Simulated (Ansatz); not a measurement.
The starting structures come from a database of crystals and need not be the phases stable at ambient conditions.

Inside the gap of an insulator the Bloch states are evanescent, with a wavenumber k + iκ along the transport direction.

Data:

```
RbIO3
1.0
    4.51932     0.00000     0.00000
    0.04472     6.40692     0.00000
    0.02236     3.20346     3.18773
Rb I O
1 1 3
Cartesian
  2.21064   3.10326   0.00000
  4.55925   6.40020   0.00000
  1.84205   6.17288   0.00000
  4.40703   7.56507   1.38536
  4.38467   4.36161   1.80237
```

Space group of this cell: R3m. The cell is taken as given.

Transport runs along the normal of the first two printed cell vectors, the (110) plane of the conventional cell.

The gap is the functional's own, uncorrected, and κ follows it; spin-orbit coupling is left out. Mid-gap values are interpolated between the computed energies.

**Question.** State the band gap and the smallest decay constant κ at mid-gap according to r2SCAN in Ansatz (a quantum-chemistry and plane-wave program).

**Answer.** Gap 3.18 eV on a 10×10×10 mesh; κ = 0.338 1/Å, at (0.500, 0.000) of the in-plane reciprocal vectors. At the zone centre, at the nearest computed energy, the slowest state has κ = 0.38 1/Å.
